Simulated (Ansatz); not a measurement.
**Response to strain in Al**

The reference is Al in the fcc (Cu type) structure (space group Fm-3m, No. 225; relaxed with 0.1 eV smearing).

```
CELL_PARAMETERS angstrom
      0.00000     1.99194     1.99194
      1.99194     0.00000     1.99194
      1.99194     1.99194     0.00000
ATOMIC_POSITIONS crystal
  Al 0.00000 0.00000 0.00000
```

Strains are applied to the cell and any free atomic positions relax.

Method: Kohn–Sham DFT with the LDA functional, run in Ansatz (an electronic-structure program) with PAW and 420 eV plane waves, spin-orbit coupling left out.

Candidates:
(a) isotropic strain +1.50 %
(b) isotropic strain +1.00 %
(c) isotropic strain −3.00 %
(d) isotropic strain −2.50 %

Notes on the quantities. energy relative to the base: free energy F.

**Question.** Order them by energy relative to the base, highest first.

**Answer.** (c) isotropic strain −3.00 % (+37 meV/atom), (d) isotropic strain −2.50 % (+25 meV/atom), (a) isotropic strain +1.50 % (+7.9 meV/atom), (b) isotropic strain +1.00 % (+3.6 meV/atom)

Stability against distortions was not tested.
